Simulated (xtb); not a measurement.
xtb 6.7.1, GFN1-xTB: Si(All)(Cl)2(NMe2) (C=CC[Si](Cl)(Cl)N(C)C), 20 atoms. The geometry is a generated start, not checked to be a minimum at this level.

* **run flags**: --grad
* **method**: GFN1-xTB
* **--acc**: 1 (default)
* **--etemp (K)**: 300 (default)
* **basis functions**: 76
* **valence electrons**: 54

```xyz
20

C      2.0832     1.3923     0.5601
C      2.3052     0.6111    -0.4794
C      1.6149    -0.6738    -0.8165
Si     0.1517    -1.2594     0.2436
Cl     0.6766    -1.4462     2.2081
Cl    -0.3472    -3.1364    -0.3729
N     -1.2423    -0.2944    -0.0259
C     -1.1924     1.1116    -0.3678
C     -2.5467    -0.6797     0.4762
H      2.6497     2.2967     0.7056
H      1.3393     1.1720     1.3048
H      3.0708     0.8893    -1.1949
H      1.2853    -0.6152    -1.8583
H      2.3749    -1.4618    -0.8044
H     -0.2380     1.3538    -0.8192
H     -1.3315     1.7416     0.5159
H     -1.9879     1.3388    -1.0777
H     -2.7685    -0.1805     1.4250
H     -2.5837    -1.7548     0.6297
H     -3.3135    -0.4050    -0.2518
```

One run each on 1 thread. Values of broydamp tried: 0.02, 0.05, 0.1, 0.2, 0.4 (default), 0.6, 0.8, 1.

Problem. Predict the course of the SCC iterations along this series.

Solution. Fewest SCC iterations, within one of each other: 0.4 (default) with 11, 0.6 with 10. The count rises to 18 at 0.02. All converge to one solution.

```
broydamp       SCC iterations            end
-------------  --------------  -------------
0.02                       18  same solution
0.05                       17  same solution
0.1                        15  same solution
0.2                        13  same solution
0.4 (default)              11  same solution
0.6                        10  same solution
0.8                        12  same solution
1                          13  same solution
```
